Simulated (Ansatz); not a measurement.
# Converging the k-point mesh at a smearing width of 0.02 eV: Sr (Fm-3m, 1 atom in the cell)

```xyz
1
Lattice="0.0000 3.0309 3.0309 3.0309 0.0000 3.0309 3.0309 3.0309 0.0000" Properties=species:S:1:pos:R:3 pbc="T T T"
Sr     0.0000     0.0000     0.0000
```

Level of theory: PBE (plane waves, PAW; Ansatz, a first-principles code).

Base settings: basis.ecutwfc = 420 eV; kpoints.mp_grid.grid = 9 9 9; hamiltonian.xc = pbe; hamiltonian.pseudopotentials = {kind: paw} (the program's default PAW files); scf.occupations.method = fermi_dirac; scf.occupations.width = 0.1 eV.

In this ladder: scf.occupations.width = 0.02 eV.

Only quantities that move along the ladder and can be compared are tabulated.

The count of work is k-points × plane waves × bands × iterations; it is no time. 

The starting cell has typed, rounded lattice constants, without a prior relaxation at this level. Its lattice was rescaled by up to half a per cent. Ansatz's pressure includes its estimate of the finite-basis (Pulay) stress.

| kpoints.mp_grid.grid | free energy less the last step's (meV/atom) | pressure (GPa) | count of work / last |
|---|---|---|---|
| 3 3 3 | 89.80 | 0.47 | 0.012 |
| 4 4 4 | -39.44 | 0.09 | 0.024 |
| 5 5 5 | -14.61 | -0.31 | 0.030 |
| 6 6 6 | 25.45 | -0.17 | 0.049 |
| 7 7 7 | -0.60 | -0.19 | 0.061 |
| 9 9 9 | 2.36 | -0.25 | 0.11 |
| 10 10 10 | 1.29 | -0.21 | 0.14 |
| 13 13 13 | 0.51 | -0.21 | 0.26 |
| 18 18 18 | -0.07 | -0.22 | 0.59 |
| 22 22 22 | 0.00 | -0.22 | 1.0 |

Coarsest kpoints.mp_grid.grid that holds the free energy within 5 meV/atom of the last step, with all finer ones: 7 7 7, at 0.061 of the last step's count of work; the step before is off by 25 meV/atom.

Coarsest kpoints.mp_grid.grid that holds the pressure within 0.05 GPa of the last step, with all finer ones: 6 6 6, at 0.049 of the last step's count of work; the step before is off by 0.10 GPa.

Keys are those of Ansatz 0.2.
